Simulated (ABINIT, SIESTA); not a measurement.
A SIESTA input for a self-consistent single point of TaOs3 (Pm-3m, 4 atoms in the cell) (DFT, GGA PBEsol, numerical atomic orbitals DZP, PseudoDojo PBEsol standard norm-conserving potentials (rewritten from UPF to PSML)):

```
# files in the folder: Ta.psml Os.psml (PseudoDojo PBEsol standard)
SystemName  TaOs3
SystemLabel taos3

NumberOfAtoms                4
NumberOfSpecies              2
%block ChemicalSpeciesLabel
  1 73 Ta
  2 76 Os
%endblock ChemicalSpeciesLabel
LatticeConstant              1.0 Ang
%block LatticeVectors
     3.836671000    0.000000000    0.000000000
     0.000000000    3.836671000    0.000000000
     0.000000000    0.000000000    3.836671000
%endblock LatticeVectors
AtomicCoordinatesFormat      Ang
%block AtomicCoordinatesAndAtomicSpecies
     0.000000000    0.000000000    0.000000000  1
     0.000000000    1.918335500    1.918335500  2
     1.918335500    0.000000000    1.918335500  2
     1.918335500    1.918335500    0.000000000  2
%endblock AtomicCoordinatesAndAtomicSpecies

XC.functional                GGA
XC.authors                   PBEsol
PAO.BasisSize                DZP
PAO.EnergyShift              0.005 Ry
MeshCutoff                   350 Ry
%block kgrid.MonkhorstPack
    7   0   0  0.0
    0   7   0  0.0
    0   0   7  0.0
%endblock kgrid.MonkhorstPack
OccupationFunction           FD
ElectronicTemperature        100.0 meV

MaxSCFIterations             150
SCF.Mixer.Method             Broyden
SCF.Mixer.Weight             0.25
SCF.Mixer.History            8
SCF.DM.Tolerance             1.0E-05
Diag.ParallelOverK           true
WriteForces                  true
```

### Question
Write the same calculation as an input for ABINIT.

### Answer
This is the input that was run; spellings and numerical settings could be chosen otherwise.

```
# TaOs3, PseudoDojo nc-sr-04 PBEsol standard
pp_dirpath "./"
pseudos "Ta.upf, Os.upf"
acell 7.2502574203 7.2502574203 7.2502574203
rprim
         1.0000000000    0.0000000000    0.0000000000
         0.0000000000    1.0000000000    0.0000000000
         0.0000000000    0.0000000000    1.0000000000
natom 4
ntypat 2
znucl 73 76
typat 1 2 2 2
xcart
         0.0000000000    0.0000000000    0.0000000000
         0.0000000000    3.6251287101    3.6251287101
         3.6251287101    0.0000000000    3.6251287101
         3.6251287101    3.6251287101    0.0000000000
ecut 37
ixc -116133
occopt 3
tsmear 0.1 eV
nband 40
kptopt 1
ngkpt 7 7 7
nshiftk 1
shiftk 0 0 0
nstep 60
toldfe 1.0e-09
prtwf 0
prtden 0
prtvol 1
```

Basis, cutoffs, solver keys and any potentials are the target program's own. This input uses DFT, PBEsol, plane waves, norm-conserving pseudopotentials (PseudoDojo nc-sr-04 PBEsol standard). Both were run: pressure 20.33 GPa in SIESTA and 16.68 in ABINIT.

On SIESTA: the starting cell comes from a database of computed structures (which also holds hypothetical and non-ambient phases and stackings), without a prior relaxation at this level. For this run, on top of that: lattice scaled by 0.98. Spin polarisation is off. Values carry the incompleteness of an atom-centred basis. With a pressure of about 20 GPa the cell is away from its equilibrium volume at this level.

On ABINIT: the starting cell comes from a database of computed structures (which also holds hypothetical and non-ambient phases and stackings), without a prior relaxation at this level. For this run, on top of that: lattice scaled by 0.98. Spin polarisation is off. With a pressure of about 17 GPa the cell is away from its equilibrium volume at this level.
